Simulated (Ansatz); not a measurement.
**TiSi2, response to strain**

Consider TiSi2 (space group Cmcm, No. 63; a = 3.5266 Å, b = 13.5168 Å, c = 3.5652 Å). Axes: x, y, z lie along a, b, c of the conventional cell.

Strains are applied to the cell and any free atomic positions relax; under biaxial strain the out-of-plane vector relaxes too; under stress the whole cell relaxes.

All numbers come from r2SCAN, PAW, 500 eV (Ansatz, a first-principles code; no spin-orbit coupling).

| case | volume per atom | space group |
|---|---|---|
| base | 14.16 Å³ | Cmcm (No. 63) |
| biaxial strain −2.91 %, plane normal [001], relaxed out of plane | [?] | Cmcm (No. 63) |
| biaxial strain +1.24 %, plane normal [001], relaxed out of plane | 14.43 Å³ | Cmcm (No. 63) |
| biaxial strain +1.67 %, plane normal [001], relaxed out of plane | [?] | Cmcm (No. 63) |
| uniaxial strain ε_xx = −2.68 % | 13.78 Å³ | Cmcm (No. 63) |
| uniaxial strain ε_zz = +4.30 % | 14.77 Å³ | Cmcm (No. 63) |
| tensor shear ε_xy = −0.35 % | 14.16 Å³ | P2_1/m (No. 11) |
| uniaxial stress, 1 GPa compression along z | 14.14 Å³ | Cmcm (No. 63) |
| uniaxial stress, 2 GPa tension along z | [?] | Cmcm (No. 63) |
| uniaxial stress, 1 GPa tension along x | 14.19 Å³ | Cmcm (No. 63) |

### Question
Complete the table.

### Answer

- biaxial strain −2.91 %, plane normal [001], relaxed out of plane, volume per atom: 13.55 Å³
- biaxial strain +1.67 %, plane normal [001], relaxed out of plane, volume per atom: 14.52 Å³
- uniaxial stress, 2 GPa tension along z, volume per atom: 14.21 Å³

Without a gap, meshes like the base's 14×14×13 leave anisotropic stresses uncertain by several tenths of a GPa, and small strain energies with them. Beyond what the load breaks, stability against distortions was not tested. The final runs are not spin-polarised.
